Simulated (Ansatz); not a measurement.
The starting structures come from a database of crystals and need not be the phases stable at ambient conditions.

Evanescent states of LaOF (R-3m, not sure to be the ambient phase, 6 atoms a cell, 15.9 Å³ an atom) along the normal of (110)

The numbers are results of r2SCAN (plane waves, PAW; Ansatz, an electronic-structure program), not measurements.

The gap is the functional's own, uncorrected, and κ follows it; spin-orbit coupling is left out. Mid-gap values are interpolated between the computed energies.

Energies count from the valence-band top; κ is the least over a 6×6 mesh across the current.

| E (eV) | κ (1/Å) | where |
|---|---|---|
| 0.11 | 0.188 | Γ |
| 0.33 | 0.325 | Γ |
| 0.55 | 0.409 | Γ |
| 0.77 | 0.466 | Γ |
| 0.99 | 0.501 | Γ |
| 1.21 | 0.503 | Γ |
| 1.43 | 0.503 | Γ |
| 1.65 | 0.501 | Γ |
| 1.87 | 0.498 | Γ |
| 2.09 | 0.493 | Γ |
| 2.31 | 0.487 | Γ |
| 2.53 | 0.479 | Γ |
| 2.75 | 0.469 | Γ |
| 2.97 | 0.458 | Γ |
| 3.19 | 0.445 | Γ |
| 3.41 | 0.430 | Γ |
| 3.63 | 0.413 | Γ |
| 3.85 | 0.390 | Γ |
| 4.07 | 0.348 | Γ |
| 4.29 | 0.293 | Γ |
| 4.51 | 0.208 | Γ |

### Question
How thick must the barrier be to attenuate the transmission by 10^6 when the electrodes' Fermi level lies at 2.97 eV, and what attenuation does that film give at 2.53 eV?

### Answer
d = 6 ln 10 / (2 × 0.458) = 15.1 Å. At 2.53 eV it gives 6 × 0.479/0.458 = 6.3 decades.
